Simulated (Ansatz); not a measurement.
The starting structures come from a database of crystals and need not be the phases stable at ambient conditions.

 Where the default PAW files enter, the runs use the earlier of Ansatz's two default sets.

The decay constant κ of evanescent states in the gap governs leakage through a thin film.

Consider the following.

```xyz
10
Lattice="5.7171 0.0000 0.0000 0.0000 5.7171 0.0000 2.8585 -2.8585 4.0426" Properties=species:S:1:pos:R:3 pbc="T T T"
Mg     2.8585     2.8585     0.0000
Pb     2.8585     0.0000     2.0213
Pb     5.7171     2.8585     2.0213
W      0.0000     0.0000     0.0000
O      1.3818     4.3353     0.0000
O      4.3353     1.3818     0.0000
O      1.3818     1.3818     0.0000
O      4.3353     4.3353     0.0000
O      2.8585     2.8585     2.0885
O      5.7171     0.0000     1.9541
```

Space group of this cell: Fm-3m. The cell is taken as given; by r2SCAN its mean pressure is -7.8 GPa.

Transport runs along the normal of the first two printed cell vectors, the (001) plane of the conventional cell.

No gap correction and no spin-orbit coupling; mid-gap values are interpolated between computed energies.

Task: Compute, with r2SCAN (Ansatz, a quantum-chemistry and plane-wave program), the band gap and the smallest decay constant κ at mid-gap.

Result: Gap 2.76 eV on a 8×8×8 mesh; κ = 0.222 1/Å, at the zone centre.
